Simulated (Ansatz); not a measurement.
## Response to strain in SnO2

Start from SnO$_{2}$ in the rutile structure (space group P4_2/mnm, No. 136; a = 4.7224 Å, c = 3.1903 Å). Axes: x, y, z lie along a, b, c of the conventional cell.

Strains are applied to the cell and any free atomic positions relax.

Method: LDA in Ansatz (plane waves to 420 eV, PAW, spin-orbit coupling left out).

Notes on the quantities. pressure: mean of the normal stresses, compression positive; energy relative to the base: free energy F.

```csv
variant,band gap,electron mass,pressure,energy relative to the base
base,1.16 eV,"0.18 mₑ along c, 0.20 mₑ across (at Γ)",0.00 GPa,0 meV/atom
uniaxial strain ε_xx = −3.00 %,1.51 eV,"0.23 mₑ along x, 0.22 mₑ along y, 0.20 mₑ along z (at Γ)",6.18 GPa,+8.4 meV/atom
uniaxial strain ε_xx = −2.40 %,1.43 eV,"0.19 mₑ along z, 0.22 mₑ across (at Γ)",4.92 GPa,+5.4 meV/atom
uniaxial strain ε_xx = −1.80 %,1.36 eV,"0.19 mₑ along z, 0.21 mₑ across (at Γ)",3.65 GPa,+3.0 meV/atom
uniaxial strain ε_xx = −1.20 %,1.29 eV,"0.19 mₑ along z, 0.21 mₑ across (at Γ)",2.40 GPa,+1.3 meV/atom
uniaxial strain ε_xx = −0.60 %,1.22 eV,"0.18 mₑ along z, 0.21 mₑ across (at Γ)",1.19 GPa,+0.3 meV/atom
```

Effective masses come from finite differences of ±0.01 Å⁻¹. Stability against distortions was not tested.

Ansatz is a first-principles code.
